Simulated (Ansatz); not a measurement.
# Short convergence ladders for RbCrSe2 (R3m, 4 atoms in the cell)

```xyz
4
Lattice="1.9370 1.1183 7.7830 -1.9370 1.1183 7.7830 0.0000 -2.2366 7.7830" Properties=species:S:1:pos:R:3 pbc="T T T"
Rb     0.0000     0.0000     3.8741
Cr     0.0000     0.0000    23.2965
Se     0.0000     0.0000     9.0733
Se     0.0000     0.0000    14.1832
```
Moments meant for the start (each program seeds them in its own way; μB, in the order of the atoms Rb Cr Se Se): 0.0 3.0 0.0 0.0.

Base method: LDA (PW92), default PAW files made with PBE (plane waves; Ansatz, an electronic-structure program).

Base settings: basis.ecutwfc = 420 eV; kpoints.mp_grid.grid = 6 6 6; hamiltonian.xc = lda; hamiltonian.pseudopotentials = {kind: paw} (the program's default PAW files); magnetization.spin_polarized = true; scf.occupations.method = fermi_dirac; scf.occupations.width = 0.05 eV.

The count of work is k-points × plane waves × bands × iterations; it is no time. Core times come from one kind of shared machine, to one figure; runs under 30 s give none.

**The force threshold of a relaxation**

On RbCrSe2 (R3m, 4 atoms in the cell): one atom moved by 0.15 angstrom.

In this ladder: relax = atoms.

The mesh stays at the base's, so the ladder's end is converged at best in this setting alone.

Only quantities that move along the ladder and can be compared are tabulated.

| relax.f_tol | free energy less the last step's (meV/atom) | largest force left (eV/Å) | relaxation steps | core time / last (rough) |
|---|---|---|---|---|
| 0.2 eV/Å | 0.30 | 0.0768 | 3 | 0.6 |
| 0.1 eV/Å | 0.30 | 0.0767 | 3 | 0.8 |
| 0.05 eV/Å | 0.04 | 0.0307 | 4 | 0.7 |
| 0.03 eV/Å | 0.00 | 0.0041 | 5 | 1 |
| 0.02 eV/Å | 0.00 | 0.0067 | 5 | 1 |
| 0.01 eV/Å | 0.00 | 0.0004 | 6 | 1 |
| 0.005 eV/Å | 0.00 | 0.0003 | 6 | 1 |
| 0.002 eV/Å | 0.00 | 0.0003 | 7 | 1 |
| 0.001 eV/Å | 0.00 | 0.0003 | 7 | 1 |

Coarsest relax.f_tol that holds the largest force left within 0.02 eV/Å of the last step, with all finer ones: 0.03 eV/Å; the step before is off by 0.030 eV/Å.

Coarsest relax.f_tol that holds the free energy within 0.2 meV/atom of the last step, with all finer ones: 0.05 eV/Å; the step before is off by 0.30 meV/atom.

Two neighbours can agree and both be off: 0.2 eV/Å and 0.1 eV/Å differ by 0.00 meV/atom in the free energy, yet lie about 0.30 meV/atom from the last step.

**The size of the supercell around a displaced atom**

On RbCrSe2 (R3m, 8 atoms in the cell), and larger cells.

Steps: 2 x 1 x 1 supercell, one Se atom moved by 0.02 angstrom along z; 2 x 2 x 1 supercell, one Se atom moved by 0.02 angstrom along z; and so on, with the mesh thinned in proportion.

Only quantities that move along the ladder and can be compared are tabulated.

| atoms | largest change of a force by the displacement (eV/Å) | count of work / last | core time / last (rough) |
|---|---|---|---|
| 8 | 0.1140 | 0.45 | 0.2 |
| 16 | 0.1097 | 0.73 | 0.6 |
| 32 | 0.1108 | 1.0 | 1 |

Smallest size that holds the largest change of a force by the displacement within 0.002 eV/Å: not settled: the last two steps still differ by 0.0011 eV/Å, over half the tolerance, so the ladder does not show it.

On the base run: the starting cell comes from a database of computed structures (which also holds hypothetical and non-ambient phases and stackings), without a prior relaxation at this level. Its lattice was rescaled by up to half a per cent. With one magnetic atom in the cell only a parallel order is possible. In the base run, with a pressure of about -5 GPa the cell is away from its equilibrium volume at this level.

Keys are those of Ansatz 0.2.
